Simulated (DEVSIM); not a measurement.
System: abrupt GaSb n-p junction, at 300 K.

Layer 1 from the left is GaSb, thickness (μm) 50.0, Nd (cm⁻³) 8e15, τn (s) 4.4e-8, τp (s) 4.4e-8. Layer 2 from the left is GaSb, thickness (μm) 73.0, Na (cm⁻³) 7.5e17, τn (s) 4.4e-8, τp (s) 4.4e-8.

Left contact: ohmic. Right contact: ohmic. Voltage is applied to the left contact. Recombination: SRH at mid-gap, radiative. Mobility is constant in doping.

This is a model device: material constants are rounded textbook-type values typed into the input, and sizes, dopings and lifetimes were drawn at random. Values at 300 K.

GaSb: gap (eV) 0.726, affinity (eV) 4.06, permittivity 15.7, Nc (cm⁻³) 2.1e17, Nv (cm⁻³) 1.8e19, μn (cm²/Vs) 5000, μp (cm²/Vs) 850, B (cm³/s) 1e-10.

Q: Estimate by hand the built-in potential, the peak field at zero bias, the capacitance at 2 V, and compare with a numerical solution.

A: 
- Built-in potential: ni = √(Nc Nv) exp(−Eg/2kT) = 1.55e12 cm⁻³ with Eg = 0.726 eV; Vbi = kT/q ln(Na Nd/ni²) = 0.559 V; numerical 0.559 V.
- Peak field at zero bias: depletion approximation: W = √(2εVbi/(qN)) = 0.350 μm with N = 7.92e15 cm⁻³; field = 2Vbi/W = 31900 V/cm; numerical 47600 V/cm (estimate below by 33 %).
- Capacitance at 2 V: C = √(qεN / 2(Vbi + |V|)) = 18.6 nF/cm²; numerical 18.8 nF/cm² (estimate below by 1.2 %).

DEVSIM, 1D drift-diffusion, Boltzmann statistics, complete ionisation; no tunnelling, impact ionisation, image-force lowering or self-heating.
